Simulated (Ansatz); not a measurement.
Take Ti in the hcp (Mg type) structure (space group P6_3/mmc, No. 194; a = 2.936 Å, c = 4.640 Å; relaxed with 0.1 eV smearing) as the base.

Structures relaxed with r2SCAN in Ansatz (plane waves to 500 eV, PAW, no SOC).

Base:

Simulated powder pattern, Cu Kα, λ = 1.54184 Å (kinematic, ideal powder, no thermal factors, no anomalous dispersion; the 14 strongest lines at most, above 2 %, up to 2θ = 90°):

```
2θ (°)  I/Imax (%)    hkl
------  ----------  -----
35.29           25  (100)
38.81           25  (002)
40.45          100  (101)
53.46           14  (102)
63.35           15  (110)
71.38           15  (103)
74.65          2.2  (200)
76.83           16  (112)
77.90           12  (201)
83.30          2.2  (004)
87.48          2.9  (202)
```

After one change:

Simulated powder pattern, Cu Kα, λ = 1.54184 Å (kinematic, ideal powder, no thermal factors, no anomalous dispersion; the 14 strongest lines at most, above 2 %, up to 2θ = 90°):

```json
[
 {"2θ (°)": "34.93", "I/Imax (%)": "25"},
 {"2θ (°)": "38.41", "I/Imax (%)": "25"},
 {"2θ (°)": "40.03", "I/Imax (%)": "100"},
 {"2θ (°)": "52.89", "I/Imax (%)": "14"},
 {"2θ (°)": "62.65", "I/Imax (%)": "15"},
 {"2θ (°)": "70.56", "I/Imax (%)": "16"},
 {"2θ (°)": "73.78", "I/Imax (%)": "2.2"},
 {"2θ (°)": "75.94", "I/Imax (%)": "16"},
 {"2θ (°)": "76.99", "I/Imax (%)": "12"},
 {"2θ (°)": "82.29", "I/Imax (%)": "2.2"},
 {"2θ (°)": "86.40", "I/Imax (%)": "2.9"}
]
```

### Question
Which change produced these results?
A. isotropic strain +2.50 %
B. isotropic strain +1.00 %
C. isotropic strain +3.00 %
D. isotropic strain +2.00 %

### Answer
B, isotropic strain +1.00 %. Its volume per atom is 17.85 Å³ against 17.32 Å³, and its space group is P6_3/mmc (No. 194).

No phonon test of stability was made. The final runs are not spin-polarised.

Ansatz is a quantum-chemistry and plane-wave program.
